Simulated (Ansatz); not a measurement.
# HgS: response to strain

Take HgS in the rock salt structure (space group Fm-3m, No. 225; a = 5.454 Å; a model cell, its experimental status unchecked; relaxed with 0.1 eV smearing) as the base. Axes: x, y, z lie along the cube axes.

Strains are applied to the cell and any free atomic positions relax; under biaxial strain the out-of-plane vector relaxes too.

The values are results of PBEsol, PAW, 420 eV (Ansatz, a program for electronic structure; without spin-orbit coupling), not measurements.

Notes on the quantities. energy relative to the base: free energy F; pressure: mean of the normal stresses, compression positive.

```tsv
change	energy relative to the base	shortest interatomic distance	pressure
base	0 meV/atom	272.7 pm	0.0 GPa
biaxial strain −2.83 %, plane normal [001], relaxed out of plane	+9.3 meV/atom	265.0 pm	1.9 GPa
biaxial strain +1.74 %, plane normal [001], relaxed out of plane	+3.4 meV/atom	267.5 pm	-1.0 GPa
biaxial strain +0.17 %, plane normal [110], relaxed out of plane	0.0 meV/atom	272.6 pm	-0.1 GPa
tensor shear ε_yz = −3.68 %	+8.4 meV/atom	272.7 pm	0.0 GPa
tensor shear ε_xy = −2.19 %	[?]	272.7 pm	0.0 GPa
```

**Question.** Some entries are withheld; estimate them.

**Answer.** 
- tensor shear ε_xy = −2.19 %, energy relative to the base: +3.0 meV/atom

A biaxial case was relaxed in a doubled cell and then solved in the primitive one. Whether these cells are dynamically stable was not tested. The final runs are not spin-polarised. This is not the structure that HgS has at room temperature and ambient pressure.
